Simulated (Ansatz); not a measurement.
We consider spinel GeNi₂O₄, described by PBEsol (Ansatz, a quantum-chemistry and plane-wave program, PAW).

Numerical settings: plane-wave cutoff 520 eV, 12×12×12 k mesh, Fermi–Dirac smearing 0.05 eV, spin-polarised start, scalar-relativistic PAW data made under PBE.

The cell is scaled about its equilibrium volume:

```csv
V (Å³/atom),P (GPa),direct gap at Γ (eV),smallest gap on the k mesh (eV)
9.452,9.24,1.215,0.608
9.649,4.36,1.152,0.616
9.846,0.00,1.092,0.624
10.042,-3.90,1.035,0.632
10.239,-7.38,0.981,0.638
```

The fundamental gap (0.62 eV at the equilibrium volume, on the SCF mesh) lies elsewhere than Γ–Γ.

Note: the magnetic order was assumed, not searched for or taken from measurement; the relaxation could not lower the start's symmetry, so the cell can be a saddle point above a distorted one.

Spin–orbit coupling is not included.
